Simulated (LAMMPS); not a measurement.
MD of CoAl (CsCl type) at zero pressure, 4394 atoms, as a crystal; each row is its own run.

Level of theory: classical MD, pair style eam/alloy, file CoAl.eam.alloy; code LAMMPS.

| T (K) | enthalpy (eV/atom) |
|---|---|
| 200 | -4.4167 |
| 300 | -4.3906 |
| 860 | -4.2394 |
| 1420 | -4.0776 |
| 1710 | -3.9855 |
| 2000 | -3.8816 |

Question: Fit a straight line, y = a + b x, to these rows (x is the first column, y the second) and predict the run at x = 1140.

Answer: Least squares gives a = -4.4821 and b = 0.0002930. At x = 1140 the fit predicts -4.1481 eV/atom. The run itself gave -4.1610 ± 0.0003 eV/atom, so the fit is 13 meV/atom high.

Caution (rows 1710; 2000): this crystal lies over the melting point of about 1660 K that EAM-type CoAl.eam.alloy gives, so it is superheated.
